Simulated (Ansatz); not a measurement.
Pb: energy against strain

Pb (fcc, Fm-3m, 30.031 Å³/atom at rest) under an equal strain ε in the (001) plane with the normal axis free, as in a coherent film. PBEsol in Ansatz, a plane-wave DFT program (PAW, default set), 420 eV, 23×23×23 Γ-centred mesh, Fermi-Dirac smearing 0.10 eV; ions are relaxed within the symmetry of each cell.

Here s stands for strain and y for E less E0.

```csv
strain (%),E less E0 (meV/atom)
-3.00,?
-1.50,1.60
-1.00,0.72
-0.50,0.17
0.00,0.00
0.50,0.22
1.00,0.80
1.50,1.69
```

Q: Using a parabola, estimate the missing y at s = -3.00 from the other rows, showing the fit.

A: Least squares gives y = 0.015 + 0.0343·s + 0.7276·s². Residuals (row less fit): -0.001, 0.012, -0.010, -0.015, 0.006, 0.023, -0.014; standard error 0.017 (degrees of freedom: 4). Twice the quadratic coefficient over the volume, 2 × 0.7276 meV × 10⁴ × 0.1602 / 30.031 Å³, is twice the biaxial elastic modulus of this plane = 78 ± 0.8 GPa. At the withheld row, y = 0.015 + 0.0343 × (-3.0) + 0.7276 × (-3.0)² = 6.461 meV/atom. The calculation gives 6.37 meV/atom, 0.091 meV/atom below the prediction (1.4 % of the range of y in the table). The row lies outside the fitted rows, so this is an extrapolation. From the scatter of the fitted rows alone, a prediction at this place has a standard error of 0.066 meV/atom, so the miss is 1.4 times that.

One order more doesn't follow all runs of the series either: the slope changes along it. In a metal these values are sensitive to mesh and smearing; energies are taken to zero smearing, stresses follow the free energy. Rows are the converged runs of the series near zero and its far end; series whose fitted rows scatter by over a few per cent of the range, as at a crossing or softening among them, aren't shown in this form. Most that stay on the fit to the last digits aren't either.
